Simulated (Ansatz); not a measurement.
Base system: InAs in the zinc blende structure (space group F-43m, No. 216; a = 6.110 Å).

Level of theory: Ansatz (a quantum-chemistry and plane-wave program), r2SCAN, PAW, cutoff 500 eV, no spin-orbit coupling.

Strains are applied to the cell and any free atomic positions relax.

One change was made to it. Results:

The pressure goes from zero to -3.0 GPa; the energy goes up by 17 meV/atom; the band gap changes from 0.08 eV to zero.

**Question.** Which change produced these results?
(A) isotropic strain +0.50 %
(B) isotropic strain +1.50 %
(C) isotropic strain +2.00 %
(D) isotropic strain +2.50 %
(E) isotropic strain +1.00 %

**Answer.** C, isotropic strain +2.00 %. For comparison, the energy relative to the base in the other runs: isotropic strain +1.00 % gives +4.4 meV/atom; isotropic strain +1.50 % gives +9.8 meV/atom; isotropic strain +0.50 % gives +1.1 meV/atom; isotropic strain +2.50 % gives +26 meV/atom.

A case with no gap was solved on a k-mesh chosen for an insulator, which is coarse for it. Whether these cells are dynamically stable was not tested. The final runs are not spin-polarised. A zero or small gap of InAs can be the functional's error rather than a property of the material.
